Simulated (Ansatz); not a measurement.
Formation energy of the bound charge states of P interstitial in zinc-blende AlP (start: void with 4Al nearest; 64-site cell, 2×2×2 shifted sampling) against the Fermi level, Al-rich (Δμ(P) = -1.26 eV; only phases computed here count, gases as isolated molecules at 0 K). These are PBE, PAW (plane waves to 420 eV; Ansatz, a program for electronic structure) values and carry that method's errors.

Set-up: 64-site cell; 2×2×2 shifted k-points; host gap 1.63 eV; charged states image-corrected; energies good to tenths of an eV; flagged in the runs: a doubtful potential alignment, a strain field that reaches the edge of the cell.

Left out: charge +2 (level within 0.1 eV of a band edge or past it); charge −2 (carrier in host band states).

```csv
E_F − E_VBM (eV),q = +1,q = 0,q = −1
0.00,3.65,4.69,5.55
0.20,3.86,4.69,5.34
0.41,4.06,4.69,5.14
0.61,4.27,4.69,4.93
0.82,4.47,4.69,4.73
1.02,4.68,4.69,4.52
1.22,4.88,4.69,4.32
1.43,5.08,4.69,4.12
1.63,5.29,4.69,3.91
```

Crossings of the lowest lines: (+1/−1) at 0.95 eV.
